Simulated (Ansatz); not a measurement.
## Effect of isotropic strain −2.25 % on SiC

The parent structure is SiC (space group P6_3mc, No. 186; a = 3.0781 Å, c = 10.0760 Å).

Now apply this change: an isotropic linear strain of −2.25 %; the atoms relax in the strained cell.

The values are results of Kohn–Sham DFT with the PBEsol functional, run in Ansatz (a quantum-chemistry and plane-wave program) with PAW and 420 eV plane waves, no spin-orbit coupling, not measurements. Γ-centred 12×12×4 mesh, Fermi–Dirac width 0.05 eV.

```csv
quantity,base,changed,shift
volume per atom,10.33 Å³,9.65 Å³,-0.68 Å³
space group,P6_3mc (No. 186),P6_3mc (No. 186),–
shortest interatomic distance,1.883 Å,1.841 Å,-0.042 Å
energy relative to the base (free energy F),0 meV/atom,+35 meV/atom,+35 meV/atom
"pressure (mean of the normal stresses, compression positive)",-0.01 GPa,17.29 GPa,+17.30 GPa
band gap,2.12 eV,2.13 eV,+0.01 eV
gap character,"indirect, Γ → M","indirect, Γ → M",–
smallest direct gap,3.24 eV,3.27 eV,+0.03 eV
mean gap deformation potential ΔEg/Δln V,–,-0.1 eV,–
width of the top valence band,2.47 eV,2.57 eV,+0.10 eV
"valence-band top at Γ (three highest levels, from the VBM)","0.00, 0.00, -0.05 eV","0.00, 0.00, -0.05 eV",–
```

Final structure:

```xyz
8
Lattice="3.0088 0.0000 0.0000 -1.5044 2.6057 0.0000 0.0000 0.0000 9.8493" Properties=species:S:1:pos:R:3 pbc="T T T"
Si     0.0000     0.0000     4.9281
Si     0.0000     0.0000     0.0034
Si     0.0000     1.7371     2.4642
Si     1.5044     0.8686     7.3889
C      0.0000     0.0000     3.0814
C      0.0000     0.0000     8.0061
C      0.0000     1.7371     0.6130
C      1.5044     0.8686     5.5376
```

No phonon test of stability was made.
